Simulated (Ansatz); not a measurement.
Given:

```yaml
crystal:
  lattice:
    - [0.00000, 4.06568, 4.06568]
    - [4.06568, 0.00000, 4.06568]
    - [4.06568, 4.06568, 0.00000]
  atoms:
    - { symbol: K, position: [0.25000, 0.25000, 0.25000] }
    - { symbol: K, position: [0.75000, 0.75000, 0.75000] }
    - { symbol: Te, position: [0.00000, 0.00000, 0.00000] }
```

No spin polarisation.

Method: plane-wave PAW DFT at the PBEsol level (Ansatz, a quantum-chemistry and plane-wave program, 420 eV), no spin-orbit coupling. k-mesh 7×7×7 (Γ-centred); smearing 0.05 eV (Fermi–Dirac).

Question: What is the computed band gap?

Answer: 2.13 eV.

Question: Predict the smallest direct gap.

Answer: 2.19 eV.

Question: What is the computed space group?

Answer: Fm-3m (No. 225).

Spin-orbit coupling, missing from the scalar runs, can matter with Te. The cells carry an imposed strain or load. Whether these cells are dynamically stable was not tested. The cell was made from K2Te in the anti-fluorite structure (space group Fm-3m, No. 225) by this change: isotropic strain +0.50 %.
